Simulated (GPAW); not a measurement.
Input and output of a self-consistent single point for CdO (Fm-3m, 2 atoms in the cell) (GPAW).

Computed with LDA (Perdew-Wang 92), GPAW PAW datasets LDA (gpaw-data 1.0.1) (plane waves; GPAW 25.7.0).

```yaml
crystal:
  lattice:
    - [0.00000, 2.34801, 2.34801]
    - [2.34801, 0.00000, 2.34801]
    - [2.34801, 2.34801, 0.00000]
  atoms:
    - { symbol: Cd, position: [0.00000, 0.00000, 0.00000] }
    - { symbol: O, position: [0.50000, 0.50000, 0.50000] }
```

Reference input (self-consistent single point, DFT PBE, plane waves, GPAW PAW datasets PBE (gpaw-data 1.0.1)): mode = pw; ecut = 950 eV; xc = PBE; kpts = 10 10 10; mesh shift (steps) = 0 0 0; occupations.name = methfessel-paxton; occupations.width = 0.1 eV; occupations.order = 0; nbands = -10; symmetry.symmorphic = false; symmetry.tolerance = 0.0005; maxiter = 150. This run's input differs from it in these lines:

```diff
@@ -13,3 +13,3 @@
 calc = GPAW(mode=PW(950),
-            xc='PBE',
+            xc='LDA',
             kpts={'size': (10, 10, 10), 'gamma': True},
```

Its files differ too (potentials: GPAW PAW datasets LDA (gpaw-data 1.0.1)).

Output, abridged:

```
     iter     time        total  log10-change:
                         energy   eigst   dens
iter:   1 --:--:--   -11.433386
iter:   2 --:--:--   -10.934701   -2.19  -1.00
iter:   3 --:--:--    -9.864077   -1.65  -1.06
iter:   4 --:--:--    -9.858428   -3.18  -1.39
iter:   5 --:--:--    -9.793770   -3.05  -1.52
iter:   6 --:--:--    -9.793911   -4.81  -2.61
iter:   7 --:--:--    -9.793449c  -4.85  -2.58
iter:   8 --:--:--    -9.792901c  -4.95  -2.58
iter:   9 --:--:--    -9.792934c  -6.23  -3.31
iter:  10 --:--:--    -9.792750c  -5.37  -3.35
iter:  11 --:--:--    -9.792750c  -7.50c -4.21c
Converged after 11 iterations.

Dipole moment: (-0.000000, 0.000000, 0.000000) |e|*Ang

Energy contributions relative to reference atoms: (reference = -154063.874720)

Kinetic:        +22.818120
Potential:      -20.195321
External:        +0.000000
XC:             -12.582433
Entropy (-ST):   -0.000318
Local:           +0.167043
SIC:             +0.000000
--------------------------
Free energy:     -9.792909
Extrapolated:    -9.792750

Showing only first 2 kpts
 Kpt  Band  Eigenvalues  Occupancy
  0     7      4.59539    2.00000
  0     8      4.59540    2.00000
  0     9      5.51295    2.00000
  0    10     20.46687    0.00000

  1     7      4.56908    2.00000
  1     8      4.56908    2.00000
  1     9      6.89118    0.00000
  1    10     19.59629    0.00000

Fermi level: 6.15734

No gap
No difference between direct/indirect transitions
Energy (eV): -9.79275

Forces in eV/Ang:
  0 Cd    0.00000   -0.00000    0.00000
  1 O     0.00000    0.00000    0.00000

Stress tensor:
     0.038405     0.000000     0.000000
     0.000000     0.038405    -0.000000
     0.000000    -0.000000     0.038405
Stress (GPa, Voigt): [ 6.1532  6.1532  6.1532 -0.      0.      0.    ]
```

The run converged in 11 iterations. GPAW prints stress with tension positive. 

At such cutoffs GPAW's stress carries a finite-basis (Pulay) error, which enters relaxed cells too; its log prints stress with tension positive.

The starting cell comes from a database of computed structures (which also holds hypothetical and non-ambient phases and stackings), without a prior relaxation at this level. Its lattice was rescaled by a random factor within 2.5 % of one. The run gives no clean gap (levels at the Fermi energy touch, overlap or are partly filled at this smearing), which alone does not show that the compound is a metal.

Cost on one core of a shared machine: roughly 30 s.
